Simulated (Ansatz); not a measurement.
Take Ta in the bcc (W type) structure (space group Im-3m, No. 229; relaxed with 0.1 eV smearing) as the base.

```xyz
1
Lattice="-1.6530 1.6530 1.6530 1.6530 -1.6530 1.6530 1.6530 1.6530 -1.6530" Properties=species:S:1:pos:R:3 pbc="T T T"
Ta     0.0000     0.0000     0.0000
```

Cartesian axes are those of the cell as printed.

Calculations: r2SCAN, PAW, 500 eV (Ansatz, an electronic-structure program; without spin-orbit coupling).

The change: uniaxial strain ε_yy = +2.82 %, all other strain components held at zero, atoms relaxed at fixed cell.

**Question.** Predict the stress tensor and what it implies for the stiffness.

**Answer.** Stress of the strained cell less that of the base (GPa, compression positive):
```
   -4.4     0.0     0.0
    0.0    -7.1     0.0
    0.0     0.0    -4.4
```

Then −Δσ_ii/ε with ε = 0.0282 gives secant stiffness values (nonlinear terms included at this strain): C22 ≈ 251 GPa, C12 ≈ 155 GPa and C23 ≈ 155 GPa.

As a check, the harmonic strain energy −½ V₀ Δσ:ε is 11 meV/atom; the computed energy rise is 12 meV/atom.

Whether these cells are dynamically stable was not tested. The final runs are not spin-polarised.
